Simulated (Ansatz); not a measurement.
Input for MgSe 4H (hchc) (a stacking that need not occur in nature):

Ansatz 0.2 input:
```yaml
crystal:
  lattice:
    - [4.24789416, -0.000000029, 0.0]
    - [-2.123947055, 3.67878427, 0.0]
    - [0.0, 0.0, 13.788898793]
  atoms:
    - { symbol: Mg, position: [0.0, 0.0, -0.00009363] }
    - { symbol: Se, position: [0.0, 0.0, 0.188113918] }
    - { symbol: Mg, position: [0.666666667, 1.333333333, 0.24917474] }
    - { symbol: Se, position: [0.666666667, 1.333333333, 0.437804972] }
    - { symbol: Mg, position: [0.333333333, 0.666666667, 0.49990637] }
    - { symbol: Se, position: [0.333333333, 0.666666667, 0.688113918] }
    - { symbol: Mg, position: [0.666666667, 1.333333333, 0.74917474] }
    - { symbol: Se, position: [0.666666667, 1.333333333, 0.937804972] }
basis:
  ecutwfc: 500
  ecutrho_ratio: 4
  xc_grid: 4
kpoints:
  mp_grid: { grid: [9, 9, 3] }
hamiltonian:
  xc: r2scan
  dispersion: none
  pseudopotentials: { kind: paw }
scf:
  n_extra_bands: 12
  occupations: { method: fermi_dirac, width: 0.01 }
  convergence: { dr2_threshold: 0.000000001 }
output:
  eigenstates:
    kpoints:
      - [0, 0, 0]
      - [0.5, 0, 0]
      - [0.5, 0, 0.5]
      - [0.0, 0.0, 0.0]
      - [0.038462, 0.0, 0.0]
      - [0.076923, 0.0, 0.0]
      - [0.115385, 0.0, 0.0]
      - [0.153846, 0.0, 0.0]
      - [0.192308, 0.0, 0.0]
      - [0.230769, 0.0, 0.0]
      - [0.269231, 0.0, 0.0]
      - [0.307692, 0.0, 0.0]
      - [0.346154, 0.0, 0.0]
      - [0.384615, 0.0, 0.0]
      - [0.423077, 0.0, 0.0]
      - [0.461538, 0.0, 0.0]
      - [0.5, 0.0, 0.0]
      - [0.47619, 0.047619, 0.0]
      - [0.452381, 0.095238, 0.0]
      - [0.428571, 0.142857, 0.0]
      - [0.404762, 0.190476, 0.0]
      - [0.380952, 0.238095, 0.0]
      - [0.357143, 0.285714, 0.0]
      - [0.333333, 0.333333, 0.0]
      - [0.3125, 0.3125, 0.0]
      - [0.291667, 0.291667, 0.0]
      - [0.270833, 0.270833, 0.0]
      - [0.25, 0.25, 0.0]
      - [0.229167, 0.229167, 0.0]
      - [0.208333, 0.208333, 0.0]
      - [0.1875, 0.1875, 0.0]
      - [0.166667, 0.166667, 0.0]
      - [0.145833, 0.145833, 0.0]
      - [0.125, 0.125, 0.0]
      - [0.104167, 0.104167, 0.0]
      - [0.083333, 0.083333, 0.0]
      - [0.0625, 0.0625, 0.0]
      - [0.041667, 0.041667, 0.0]
      - [0.020833, 0.020833, 0.0]
      - [0.0, 0.0, 0.0]
      - [0.0, 0.0, 0.166667]
      - [0.0, 0.0, 0.333333]
      - [0.0, 0.0, 0.5]
      - [0.033333, 0.0, 0.5]
      - [0.066667, 0.0, 0.5]
      - [0.1, 0.0, 0.5]
      - [0.133333, 0.0, 0.5]
      - [0.166667, 0.0, 0.5]
      - [0.2, 0.0, 0.5]
      - [0.233333, 0.0, 0.5]
      - [0.266667, 0.0, 0.5]
      - [0.3, 0.0, 0.5]
      - [0.333333, 0.0, 0.5]
      - [0.366667, 0.0, 0.5]
      - [0.4, 0.0, 0.5]
      - [0.433333, 0.0, 0.5]
      - [0.466667, 0.0, 0.5]
      - [0.5, 0.0, 0.5]
      - [0.479167, 0.041667, 0.5]
      - [0.458333, 0.083333, 0.5]
      - [0.4375, 0.125, 0.5]
      - [0.416667, 0.166667, 0.5]
      - [0.395833, 0.208333, 0.5]
      - [0.375, 0.25, 0.5]
      - [0.354167, 0.291667, 0.5]
      - [0.333333, 0.333333, 0.5]
      - [0.314815, 0.314815, 0.5]
      - [0.296296, 0.296296, 0.5]
      - [0.277778, 0.277778, 0.5]
      - [0.259259, 0.259259, 0.5]
      - [0.240741, 0.240741, 0.5]
      - [0.222222, 0.222222, 0.5]
      - [0.203704, 0.203704, 0.5]
      - [0.185185, 0.185185, 0.5]
      - [0.166667, 0.166667, 0.5]
      - [0.148148, 0.148148, 0.5]
      - [0.12963, 0.12963, 0.5]
      - [0.111111, 0.111111, 0.5]
      - [0.092593, 0.092593, 0.5]
      - [0.074074, 0.074074, 0.5]
      - [0.055556, 0.055556, 0.5]
      - [0.037037, 0.037037, 0.5]
      - [0.018519, 0.018519, 0.5]
      - [0.0, 0.0, 0.5]
      - [0.5, 0.0, 0.5]
      - [0.5, 0.0, 0.375]
      - [0.5, 0.0, 0.25]
      - [0.5, 0.0, 0.125]
      - [0.5, 0.0, 0.0]
      - [0.333333, 0.333333, 0.0]
      - [0.333333, 0.333333, 0.166667]
      - [0.333333, 0.333333, 0.333333]
      - [0.333333, 0.333333, 0.5]
    e_range: [-5.0, 12.0]
    localisation: true
  eigenvalues: true
```

Computed with r2SCAN (plane waves to 500 eV, PAW; Ansatz, an electronic-structure program). No spin–orbit coupling. Its k-point mesh 9×9×3, Fermi–Dirac width 0.01 eV.

### Question
What does the end of the output print (band table and long remarks left out, numbers rounded to eight decimals)?

### Answer
```
SCF converged after 9 iterations
Free energy (F): -29629.874925 eV
Harris-Foulkes:  -29629.874925 eV  (|F-HF|=2.18e-11)
Internal energy: -29629.874925 eV  (E = F + TS)
E sigma→0 (E₀):  -29629.874925 eV
Fermi energy:    5.281740 eV
--- Per-component energies (eV) ---
  E_band       = -3227.312450
  E_kinetic    = 780.476850
  E_local      = -17781.570512  (includes V_loc(G=0)·N_el)
  E_nonlocal   = -2002.078752
  E_hartree    = 7836.634095
  E_xc         = -504.998271
  E_vxc        = -584.636303  (∫ρ·V_xc dr)
  E_paw        = -8884.158601  (= ΣΔE_a)
  E_vpaw       = 656.003783  (= ΣTr[D̂ρ^β])
  E_aug_tail   = -0.000832  (compensation charges beyond the density's cutoff)
  E_vtau       = 31.225604  (kinetic-family band-sum trace: ∫τ·v_τ [+ j·A + Jᵃ·Aᵃ] dr)
  E_ewald      = -9067.014988
  E_core_change = -7.163914  (= ΣΔE_core)
  E_smearing   = 0.000000  (= −TS)
  E_closure    = 0.000000  (closes the sum)
  Σ components = -29629.874925   (vs F -29629.874925, Δ=0.00e0)
```

Cost: around 4 core-minutes (rough).
